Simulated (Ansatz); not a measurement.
# As in the A7 type structure (space group R-3m, No. 166; layered)

```cif
data_As2
_chemical_formula_sum 'As2'
_space_group_name_H-M_alt 'P 1'
_space_group_IT_number 1
_cell_length_a 3.90489
_cell_length_b 3.90489
_cell_length_c 3.90489
_cell_angle_alpha 57.316
_cell_angle_beta 57.316
_cell_angle_gamma 57.316
loop_
_space_group_symop_operation_xyz
  'x, y, z'
loop_
_atom_site_label
_atom_site_type_symbol
_atom_site_fract_x
_atom_site_fract_y
_atom_site_fract_z
_atom_site_occupancy
As1 As 0.23274 0.23274 0.23274 1
As2 As 0.76726 0.76726 0.76726 1
```

Computed with plane-wave PAW DFT at the PBEsol-D3(BJ) level (Ansatz, a quantum-chemistry and plane-wave program, 420 eV), spin-orbit coupling left out. k-mesh 15×15×15 (Γ-centred); smearing 0.05 eV (Fermi–Dirac).

| Quantity | Result |
|---|---|
| Volume per atom | 19.75 Å³ |
| Density | 6.30 g/cm³ |
| Band gap | zero |
| Total energy | -4813.412 eV/atom (σ→0; compares only within this code and set-up) |

Stability against distortions was not tested.
